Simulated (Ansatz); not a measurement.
System: SiN2 (model structure, Pa-3, No. 205, 12 atoms in the cell). Method: HSE06 (Ansatz, an electronic-structure program, plane waves, PAW).

Numerical settings: plane-wave cutoff 460 eV, 6×6×6 k mesh, Fermi–Dirac smearing 0.01 eV, scalar-relativistic PAW data made under PBE.

Cell (relaxed with PBEsol):

```
CELL_PARAMETERS angstrom
      4.44116     0.00000     0.00000
      0.00000     4.44116     0.00000
      0.00000     0.00000     4.44116
ATOMIC_POSITIONS crystal
  Si 0.00000 0.50000 0.50000
  Si 0.50000 0.00000 0.50000
  Si 0.00000 0.00000 0.00000
  Si 0.50000 0.50000 0.00000
  N  0.59484 0.90516 0.09484
  N  0.09484 0.59484 0.90516
  N  0.59484 0.59484 0.59484
  N  0.40516 0.40516 0.40516
  N  0.90516 0.09484 0.59484
  N  0.90516 0.40516 0.09484
  N  0.09484 0.90516 0.40516
  N  0.40516 0.09484 0.90516
```

Problem. Estimate the band gap, smallest direct gap on the k points sampled and direct gap at Γ that the calculation returns.

Solution. 
- band gap = 6.76 eV (indirect)
- smallest direct gap on the k points sampled = 7.50 eV
- direct gap at Γ = 7.68 eV

Note: the relaxation could raise the start's symmetry but not lower it, so the cell can be a saddle point; cell and atoms aren't relaxed at this level (largest force component 0.05 eV/Å, pressure -5.0 GPa).

Computed values are for the static lattice.

The result took about 2.9 core-minutes (a rough figure).

A model structure was made by putting elements into a prototype or built by hand; it is no filed structure, need not be a known phase, and can be a saddle point held by its symmetry.
